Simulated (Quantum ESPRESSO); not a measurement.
# Variants of one calculation on In3GaN4 (P6_3mc, 16 atoms in the cell)

```xyz
16
Lattice="7.0579 0.0000 0.0000 -3.5290 6.1123 0.0000 0.0000 0.0000 5.7384" Properties=species:S:1:pos:R:3 pbc="T T T"
In    -1.7333     5.0756     2.8639
In     1.7956     1.0367     5.7331
In     0.0000     2.0734     2.8639
In     5.2623     1.0367     5.7331
In     1.7333     5.0756     2.8639
In     3.5290     4.0389     5.7331
Ga     3.5290     2.0374     2.8656
Ga     0.0000     4.0749     5.7348
N     -1.6555     5.0307     5.0829
N      1.8735     1.0816     2.2137
N      0.0000     2.1633     5.0829
N      5.1845     1.0816     2.2137
N      1.6555     5.0307     5.0829
N      3.5290     3.9491     2.2137
N      3.5290     2.0374     4.8551
N      0.0000     4.0749     1.9859
```

Base run A: LDA (PW92), PseudoDojo standard norm-conserving (LDA) pseudopotentials (Quantum ESPRESSO), self-consistent single point.

Its settings: ecutwfc = 85 Ry; occupations = smearing; smearing = gaussian; degauss = 0.0036749 Ry; potentials = {In: In.upf, Ga: Ga.upf, N: N.upf}; K_POINTS = automatic 5 5 5 0 0 0; conv_thr = 1e-09 Ry; mixing_beta = 0.7.

The starting cell comes from a database of computed structures (which also holds hypothetical and non-ambient phases and stackings), without a prior relaxation at this level. Its lattice was rescaled by a random factor within 2.5 % of one. In the base run, with a pressure of about -13 GPa the cell is away from its equilibrium volume at this level. The run gives no clean gap (levels at the Fermi energy touch, overlap or are partly filled at this smearing), which alone does not show that the compound is a metal.

```json
[
 {"run": "A", "change": "base", "pressure (GPa)": "-13.07", "largest force (eV/Å)": "0.134"},
 {"run": "B", "change": "input_dft: default → blyp; potentials: PseudoDojo standard norm-conserving (PBE) [BLYP]", "pressure (GPa)": "0.39", "largest force (eV/Å)": "0.073"},
 {"run": "C", "change": "input_dft: default → wc; potentials: PseudoDojo standard norm-conserving (PBE) [Wu-Cohen GGA]", "pressure (GPa)": "-8.44", "largest force (eV/Å)": "0.105"}
]
```

Run B against A: The pressure goes from -13.07 to 0.39 GPa and the largest force goes from 0.134 to 0.073 eV/Å.

Run C against A: The pressure goes from -13.07 to -8.44 GPa and the largest force goes from 0.134 to 0.105 eV/Å.

Left out of this page: 2 runs of the series held back from this collection.
